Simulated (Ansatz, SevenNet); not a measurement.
For antifluorite K2S, the machine-learned potential SevenNet-l3i5 (trained on PBE and PBE+U data) gives:

* **lattice parameter a**: 7.459 Å
* **bulk modulus**: 18.0 GPa
* **elastic constant C11**: 32.4 GPa
* **elastic constant C44**: 6.79 GPa
* **Voigt–Reuss–Hill shear modulus**: 8.17 GPa

Q: What does HSE06 in Ansatz (PAW) give for the same quantities?

A: 
- lattice constant a: 7.422 Å (falls by 0.5 %)
- bulk modulus: 19.6 GPa (grows by 8.9 %)
- elastic constant C11: 35.9 GPa (rises by 11 %)
- elastic constant C44: 9.12 GPa (rises by 34 %)
- Voigt–Reuss–Hill shear modulus: 10.3 GPa (goes up by 26 %)

For comparison: lattice constant a 7.391 Å (measured, temperature not stated, no zero-point or thermal correction; as tabulated in Syrotyuk et al. (2015), arXiv:1510.06546).

Changes are worked out from the printed values.

Unless a cell is named, each level is at its own relaxed cell (SevenNet-l3i5 34.58, HSE06 34.07 Å³/atom).

Ansatz's density-functional and Hartree–Fock values are scalar-relativistic unless marked +SOC, with PAW data made under PBE.

Ansatz is a first-principles code.
